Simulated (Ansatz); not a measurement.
The starting structures come from a database of crystals and need not be the phases stable at ambient conditions.

 Where the default PAW files enter, the runs use the earlier of Ansatz's two default sets.

By LDA, the system below comes out a metal.

Data:

```
PtGe2
1.0
    2.98876     0.00000     0.00000
    0.00000     6.22163     0.00000
    0.00000     0.00000     5.74112
Ge Pt
4 2
Direct
  0.00000   0.37320   0.83039
  0.00000   0.62680   0.16961
  0.50000   0.12680   0.33039
  0.50000   0.87320   0.66961
  0.00000   0.00000   0.00000
  0.50000   0.50000   0.50000
```

Space group of this cell: Pnnm. The cell is taken as given; by LDA its mean pressure is -4.8 GPa.

The current flows along the normal of the first two printed cell vectors. No spin-orbit coupling; the value is a mean over 0.1 eV about the Fermi level.

Q: State the ballistic conductance per area according to Ansatz (a quantum-chemistry and plane-wave program) with LDA.

A: 0.46 × 10¹⁵ S/m² for both spins.
